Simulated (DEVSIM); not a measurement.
System: Cr/SiO2/n-Si capacitor, at 300 K.

```
layer (left to right)  material  thickness (nm)  Nd (cm⁻³)
---------------------  --------  --------------  ---------
1                          SiO2            8.90          -
2                            Si           11000     2.5e15
```

Metal gate on the left, work function 4.5 eV. Fixed charge at the semiconductor interface 0 cm⁻² (in units of +e); interface traps 3e11 cm⁻² eV⁻¹, uniform in energy, neutral level at 0.7 of the gap above the valence band.

This is a model device: material constants are rounded textbook-type values typed into the input, and sizes, dopings and lifetimes were drawn at random. Values at 300 K.

```
parameter      SiO2       Si
-------------  ----  -------
gap (eV)          9    1.124
affinity (eV)   0.9     4.05
permittivity    3.9     11.7
Nc (cm⁻³)         -  2.86e19
Nv (cm⁻³)         -   3.1e19
```

Simulated with DEVSIM: 1D Poisson equation in equilibrium, Boltzmann statistics, complete ionisation; no quantum confinement or tunnelling. Metal contacts follow the ideal Schottky-Mott rule: no Fermi-level pinning, no interface dipoles.

Give the band bending (positive: bands bend down) and minority sheet density.


| Vg (V) | ψs (V) | minority carriers (cm⁻²) |
|---|---|---|
| -2.1 | -0.882 | 3.1e12 |
| -1.8 | -0.869 | 2.4e12 |
| -1.5 | -0.853 | 1.7e12 |
| -1.2 | -0.830 | 1.0e12 |
| -0.9 | -0.790 | 4.1e11 |
| -0.6 | -0.673 | 1.1e10 |
| -0.3 | -0.421 | < 1e8 |
| 0 | -0.171 | < 1e8 |
| 0.3 | 0.050 | < 1e8 |
| 0.6 | 0.149 | < 1e8 |
| 0.9 | 0.190 | < 1e8 |
| 1.2 | 0.213 | < 1e8 |
| 1.5 | 0.230 | < 1e8 |
